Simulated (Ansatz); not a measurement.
Take YN in the rock salt structure (space group Fm-3m, No. 225; a = 4.8562 Å) as the base. Axes: x, y, z lie along the cube axes.

The change: the cell is compressed by 5.35 % along y with no lateral relaxation, atoms relaxed at fixed cell.

Levels (all Ansatz, an electronic-structure program, PAW): PBEsol (420 eV, no spin-orbit coupling); r2SCAN (500 eV, no spin-orbit coupling).

The geometry is relaxed with PBEsol.

- PBEsol band gap = zero
- PBEsol pressure = 11.9 GPa

Q: Predict the electron mass, hole mass, band gap and pressure from r2SCAN.

A: The electron mass amounts to 1.2 mₑ along k, 0.12 mₑ across (at M); the hole mass amounts to 0.17 mₑ along y, 1.2 mₑ across (at Γ); the band gap changes from zero to 0.08 eV; the pressure goes up by 5.4 GPa (11.9 GPa → 17.3 GPa).

Single points use the geometry relaxed with PBEsol. Their cutoffs differ, which shifts pressures a little. The mesh was chosen for an insulator and is coarse for the gapless case. The cells carry an imposed strain or load. Masses are band curvatures over ±0.01 Å⁻¹ around the edge. Along k means along the line from Γ to the band edge. Stability against distortions was not tested. The base started in P3_121 and relaxed to Fm-3m at this level. All final runs are without spin polarisation. The zero or small gap of YN can change with the level of theory.
